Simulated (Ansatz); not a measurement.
We consider cubic perovskite CsHgBr₃ (idealised or unconfirmed structure), described by r²SCAN+SOC (plane waves, PAW; Ansatz, a quantum-chemistry and plane-wave program).

Numerical settings: plane-wave cutoff 560 eV, 10×10×10 k mesh, Fermi–Dirac smearing 0.05 eV, PAW data made under PBE.

Pressure at four volumes; x = ln(V/34.901 Å³). One pressure is withheld.

```tsv
V (Å³/atom)	x	P (GPa)
32.807	-0.0619	?
33.505	-0.0408	1.373
34.901	0.0000	0.076
36.995	0.0583	-1.352
```

Question: Pass a parabola P(x) through the three rows shown, estimate the bulk modulus and its pressure derivative near zero pressure, and predict the withheld pressure.

Answer: Slopes between the rows: (0.076 − (1.373))/(0.0000 − (-0.0408)) = -31.79 and (-1.352 − (0.076))/(0.0583 − (0.0000)) = -24.49 GPa. Their difference over the span 0.0991 is c = 7.30/0.0991 = 73.7 GPa, so P(x) = 1.373 + (-31.79)(x − (-0.0408)) + 73.7 (x − (-0.0408))(x − (0.0000)). At the middle row B = −dP/dx = −[-31.79 + 73.7 × 0.0408] = 28.8 GPa, and B′ = dB/dP = 2c/B = 5.1. At x = -0.0619 the parabola gives 2.140 GPa; the run gives 2.151 GPa. The Birch–Murnaghan fit to the energies at all volumes has B0 = 28.1 GPa and B′ = 5.2.

Note: the relaxation could not lower the start's symmetry, so the cell can be a saddle point above a distorted one.
